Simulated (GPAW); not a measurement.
**Parameter sweep on PtSe₂ (P-3m1, 3 atoms in the cell)**

```xyz
3
Lattice="3.6422 0.0000 0.0000 -1.8211 3.1543 0.0000 0.0000 0.0000 5.7025" Properties=species:S:1:pos:R:3 pbc="T T T"
Pt     0.0000     0.0000     0.0000
Se     1.8211     1.0514     4.4172
Se     0.0000     2.1028     1.2853
```

Base run A: PBE, GPAW PAW datasets PBE (gpaw-data 1.0.1) run with GPAW 25.7.0, self-consistent single point.

Its settings: mode = pw; ecut = 550 eV; xc = PBE; kpts = 7 7 4; mesh shift (steps) = 0.5 0.5 0.5; occupations.name = methfessel-paxton; occupations.width = 0.01 eV; occupations.order = 0; nbands = -4; convergence.density = 1e-05 e/electron; convergence.energy = 1e-05 eV/electron; convergence.bands = -2; symmetry.symmorphic = false; symmetry.tolerance = 0.0005; maxiter = 150.

The starting cell comes from a database of computed structures (which also holds hypothetical and non-ambient phases and stackings), without a prior relaxation at this level. Its lattice was rescaled by a random factor within 2.5 % of one. Spin-orbit coupling is off. In the base run, with a pressure of about 10 GPa the cell is away from its equilibrium volume at this level. In the base run, forces exceed 1 eV/Å.

ΔF is the free energy per atom less that of run A. 

Run A gave: pressure (GPa) 10.29; largest force (eV/Å) 1.028; gap on the mesh (eV) 0.652; iterations 37.

Runs:
- B: mixer.beta = 0.01
- C: mixer.beta = 0.02
- D: mixer.beta = 0.1
- E: mixer.beta = 0.15
- F: mixer.beta = 0.2
- G: mixer.beta = 0.3
- H: mixer.beta = 0.4

Question: Which runs reach the base run's state, and which is quickest in iterations?

Answer: Runs B, C, D, E, F, G, H reached the same state as A (within 1 meV/atom). The fewest iterations to that state were 12 (H); the most were 50.

| run | ΔF (meV/atom) | pressure (GPa) | largest force (eV/Å) | gap on the mesh (eV) | iterations |
|---|---|---|---|---|---|
| A | 0.00 | 10.29 | 1.028 | 0.652 | 37 |
| B | 0.00 | 10.30 | 1.030 | 0.652 | 50 |
| C | 0.00 | 10.29 | 1.031 | 0.652 | 46 |
| D | 0.00 | 10.30 | 1.029 | 0.652 | 20 |
| E | 0.00 | 10.29 | 1.030 | 0.652 | 20 |
| F | 0.00 | 10.29 | 1.029 | 0.652 | 15 |
| G | 0.00 | 10.29 | 1.030 | 0.652 | 13 |
| H | 0.00 | 10.29 | 1.030 | 0.652 | 12 |
